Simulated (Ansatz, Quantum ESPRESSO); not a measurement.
## One structure in several programs: CdH₂O₂ (P-3m1, 5 atoms in the cell)

Self-consistent single point.

```yaml
crystal:
  lattice:
    - [3.48248, 0.00000, 0.00000]
    - [-1.74124, 3.01592, 0.00000]
    - [0.00000, 0.00000, 4.59934]
  atoms:
    - { symbol: Cd, position: [0.00000, 0.00000, 0.00000] }
    - { symbol: H, position: [0.66667, 0.33333, 0.55096] }
    - { symbol: H, position: [0.33333, 0.66667, 0.44904] }
    - { symbol: O, position: [0.66667, 0.33333, 0.75937] }
    - { symbol: O, position: [0.33333, 0.66667, 0.24063] }
```

All programs got the same cell, k-point mesh and kind of occupations (some realise fixed ones as a very narrow smearing) (in Ansatz's words: kpoints.mp_grid.grid = 9 9 6; scf.occupations.method = fixed); potentials, basis and cutoffs are each program's usual ones.

```csv
code,model,pressure (GPa),largest force (eV/Å),gap on the mesh (eV),cutoff
Ansatz,"PBEsol, PAW files made with PBE",2.42,0.943,1.701,default
Quantum ESPRESSO,"PBEsol, GBRV 1.5 ultrasoft (PBESOL) pseudopotentials",4.61,1.541,1.688,40 Ry
```

Size of the force on each atom (eV/Å): Sizes of forces hide their directions.

```csv
code,Cd1,H2,H3,O4,O5
Ansatz,0.000,0.943,0.943,0.926,0.926
Quantum ESPRESSO,0.000,1.541,1.541,1.463,1.463
```

Gaps are read on the mesh.

The spread over the programs that give each value: pressure within 2.19 GPa; largest force within 0.598 eV/Å; gap on the mesh within 0.013 eV.

The starting cell comes from a database of computed structures (which also holds hypothetical and non-ambient phases and stackings), without a prior relaxation at this level. Its lattice was rescaled by a random factor within 2.5 % of one.

**Question.** Why do the programs differ, and what cannot be compared?

**Answer.** Differences of this kind can come from the potentials, where these differ, and from what each basis and cutoff leave unconverged. The valence holds different numbers of electrons (Ansatz (a program for electronic structure) 34, Quantum ESPRESSO 26). The zero of total energies and Fermi levels follows the potentials and each program's conventions, so they are not compared here. Ansatz's pressure is given at a fixed set of plane waves, as the other plane-wave codes print theirs; with its correction for the finite basis it is 2.86 GPa (the shift of 0.44 GPa shows how far the cutoff is from converged).

Keys are those of Ansatz 0.2.
